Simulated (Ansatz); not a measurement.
The structure below was relaxed with plane-wave PAW DFT at the LDA level (Ansatz, a first-principles code, 420 eV), no spin-orbit coupling, at pressure 0.9 GPa.

Space group F-43m (No. 216); a = b = c = 5.3737 Å, α = β = γ = 90.00°

| atom | site | symmetry | x | y | z |
|---|---|---|---|---|---|
| Ga | 4a | -43m | 0.0000 | 0.0000 | 0.0000 |
| P | 4d | -43m | 0.7500 | 0.7500 | 0.7500 |

Task: Write out a cell with all atoms.

Result: 
```cif
data_Ga4P4
_chemical_formula_sum 'Ga4 P4'
_space_group_name_H-M_alt 'P 1'
_space_group_IT_number 1
_cell_length_a 5.37367
_cell_length_b 5.37367
_cell_length_c 5.37367
_cell_angle_alpha 90.000
_cell_angle_beta 90.000
_cell_angle_gamma 90.000
loop_
_space_group_symop_operation_xyz
  'x, y, z'
loop_
_atom_site_label
_atom_site_type_symbol
_atom_site_fract_x
_atom_site_fract_y
_atom_site_fract_z
_atom_site_occupancy
Ga1 Ga 0.00000 0.00000 0.00000 1
P1 P 0.25000 0.25000 0.75000 1
Ga2 Ga 0.00000 0.50000 0.50000 1
P2 P 0.25000 0.75000 0.25000 1
Ga3 Ga 0.50000 0.00000 0.50000 1
P3 P 0.75000 0.25000 0.25000 1
Ga4 Ga 0.50000 0.50000 0.00000 1
P4 P 0.75000 0.75000 0.75000 1
```
This is the conventional cell.

Load acts through the strain it causes; cell and atoms are relaxed under it. Whether these cells are dynamically stable was not tested. The cell was made from GaP in the zinc blende structure (space group F-43m, No. 216) by this change: pressure 0.9 GPa.
